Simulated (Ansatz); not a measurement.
Consider the following.

```
SnSe2
1.0
    3.84018     0.00000     0.00000
   -1.92009     3.32569     0.00000
    0.00000     0.00000     5.91646
Sn Se
1 2
Direct
  0.00000   0.00000   0.00000
  0.33333   0.66667   0.26883
  0.66667   0.33333   0.73117
```

No spin polarisation.

The values are results of PBE-D3(BJ), PAW, 420 eV (Ansatz, a first-principles code; no SOC), not measurements. k-mesh 10×10×6 (Γ-centred); smearing 0.05 eV (Fermi–Dirac).

Task: Predict the pressure and smallest direct gap.

Result: 
- Pressure (mean of the normal stresses, compression positive): 0.37 GPa
- Smallest direct gap: 0.73 eV

The cells carry an imposed strain or load. Whether these cells are dynamically stable was not tested. The cell was made from SnSe$_{2}$ in the CdI2 type structure (space group P-3m1, No. 164; layered, stacked along the Cartesian z axis) by this change: uniaxial strain ε_zz = −1.50 %. A zero or small gap of SnSe2 under uniaxial strain ε_zz = −1.50 % can be the functional's error rather than a property of the material.
